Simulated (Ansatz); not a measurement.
Functionals compared on a constructed model of the (0001) surface of hcp Zr, a pseudomorphic layer of Ga in the host's stacking (bottom of the slab: a bare face, its two planes held), in Ansatz (plane waves, PAW). The structure was relaxed with PBE; the other rows are single points on it. Cutoff 420 eV (500 eV for r2SCAN).

Model: 7-atom slab, 15.4 Å thick at the start, 13x13x1 mesh, Fermi-Dirac 0.1 eV, dipole correction, 2 atoms held, the rest relaxed; held to the start's symmetry, so lower structures may exist; no spin, no spin-orbit, no U. It is one candidate, not shown to be the stable structure of the face. These notes are the PBE run's.

```
functional  work function of the top face (eV)          rough cost of the single point
----------  ----------------------------------  --------------------------------------
PBE                                       4.58                                       –
r2SCAN                                       ?  about 40 core-seconds (a rough figure)
```

Problem. Complete the blanks.

Solution. 
- r2SCAN, work function of the top face (eV): 4.72

Ansatz is a first-principles code.
